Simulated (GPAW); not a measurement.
A self-consistent single point of Ti (P6_3/mmc, 4 atoms in the cell) with GPAW.

Method: PBE, GPAW PAW datasets PBE (gpaw-data 1.0.1) (plane waves; GPAW).

The change in words: lattice scaled by 0.98. Reference geometry:
```yaml
crystal:
  lattice:
    - [2.92199, 0.00000, 0.00000]
    - [-1.46099, 2.53051, 0.00000]
    - [0.00000, 0.00000, 9.40151]
  atoms:
    - { symbol: Ti, position: [0.00000, 0.00000, 0.00000] }
    - { symbol: Ti, position: [0.00000, 0.00000, 0.50000] }
    - { symbol: Ti, position: [0.33333, 0.66667, 0.25000] }
    - { symbol: Ti, position: [0.66667, 0.33333, 0.75000] }
```

Reference input (self-consistent single point, DFT PBE, plane waves, GPAW PAW datasets PBE (gpaw-data 1.0.1)): mode = pw; ecut = 800 eV; xc = PBE; kpts = 9 9 3; mesh shift (steps) = 0 0 0; occupations.name = methfessel-paxton; occupations.width = 0.2 eV; occupations.order = 0; nbands = -10; convergence.density = 1e-05 e/electron; symmetry.symmorphic = false; symmetry.tolerance = 0.0005. This run's input differs from it in these lines:

```diff
@@ -5,5 +5,5 @@
 atoms = Atoms(['Ti', 'Ti', 'Ti', 'Ti'],
-              cell=[[2.921986, 0.000000, 0.000000],
-                    [-1.460993, 2.530515, 0.000000],
-                    [0.000000, 0.000000, 9.401510]],
+              cell=[[2.863546, 0.000000, 0.000000],
+                    [-1.431773, 2.479905, 0.000000],
+                    [0.000000, 0.000000, 9.213480]],
               scaled_positions=[[0.000000, 0.000000, 0.000000],
```

The program printed (abridged):

```
     iter     time        total  log10-change:
                         energy   eigst   dens
iter:   1 --:--:--   -27.366595
iter:   2 --:--:--   -27.225431   -1.16  -1.37
iter:   3 --:--:--   -27.835685   +0.11  -1.39
iter:   4 --:--:--   -26.673728   -1.42  -1.54
iter:   5 --:--:--   -26.815892   -2.16  -1.91
iter:   6 --:--:--   -26.523603   -0.89  -1.83
iter:   7 --:--:--   -26.536066   -1.85  -2.74
iter:   8 --:--:--   -26.525222c  -3.01  -2.61
iter:   9 --:--:--   -26.525826c  -3.73  -2.94
iter:  10 --:--:--   -26.524298c  -3.61  -2.89
iter:  11 --:--:--   -26.525329c  -4.05  -3.08
iter:  12 --:--:--   -26.524182c  -3.60  -3.06
   [... 6 lines left out ...]
iter:  19 --:--:--   -26.524217c  -5.03  -3.97
iter:  20 --:--:--   -26.524237c  -6.72  -4.18
iter:  21 --:--:--   -26.524242c  -7.20  -4.53
iter:  22 --:--:--   -26.524255c  -6.52  -4.72
iter:  23 --:--:--   -26.524248c  -7.55c -5.03c
Converged after 23 iterations.

Dipole moment: (0.000000, -0.000000, 0.000000) |e|*Ang

Energy contributions relative to reference atoms: (reference = -92896.057127)

Kinetic:        +34.795689
Potential:      -31.413156
External:        +0.000000
XC:             -29.940705
Entropy (-ST):   -0.129030
Local:           +0.098439
SIC:             +0.000000
--------------------------
Free energy:    -26.588763
Extrapolated:   -26.524248

Showing only first 2 kpts
 Kpt  Band  Eigenvalues  Occupancy
  0    22      9.83803    0.00000
  0    23      9.83804    0.00000
  0    24      9.91923    0.00000
  0    25      9.91923    0.00000

  1    22      9.62925    0.00036
  1    23      9.90934    0.00000
  1    24      9.90934    0.00000
  1    25      9.92722    0.00000

Fermi level: 9.12443

No gap
No difference between direct/indirect transitions
Energy (eV): -26.524248

Forces in eV/Ang:
  0 Ti   -0.00000    0.00000    0.00000
  1 Ti    0.00000    0.00000    0.00000
  2 Ti    0.00000    0.00000    0.00000
  3 Ti    0.00000   -0.00000    0.00000

Stress tensor:
    -0.054310     0.000000     0.000000
     0.000000    -0.054310    -0.000000
     0.000000    -0.000000    -0.048650
Stress (GPa, Voigt): [-8.7014 -8.7013 -7.7945 -0.      0.      0.    ]
```

The run converged in 23 iterations. GPAW prints stress with tension positive. Against the reference run the free energy rises by 30.7 meV/atom and the pressure goes from 0.76 to 8.40 GPa.

The starting cell was generated: these elements placed on a structure prototype, without a prior relaxation; it need not be a known phase or ordering of this composition. Its lattice was rescaled by a random factor within 2.5 % of one. For this run, on top of that: lattice scaled by 0.98. Spin polarisation is off. With a pressure of about 8 GPa the cell is away from its equilibrium volume at this level.

Cost on one core of a shared machine: roughly 2 min.
